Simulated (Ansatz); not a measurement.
The starting structures come from a database of crystals and need not be the phases stable at ambient conditions.

By PBEsol, the system below comes out a metal.

Input:

```
CELL_PARAMETERS angstrom
      4.93371     0.00000     0.00000
     -2.46686     4.27272     0.00000
      2.46686     1.42424     2.01418
ATOMIC_POSITIONS crystal
  Ca 0.00000 0.00000 0.00000
```

The cell is taken as given.

The current flows along the normal of the first two printed cell vectors, the (111) plane of the conventional cell. No spin-orbit coupling; the value is a mean over 0.1 eV about the Fermi level.

### Question
Estimate the ballistic conductance per area that PBEsol in Ansatz (a first-principles code) returns for this system.

### Answer
0.46 × 10¹⁵ S/m² for both spins.
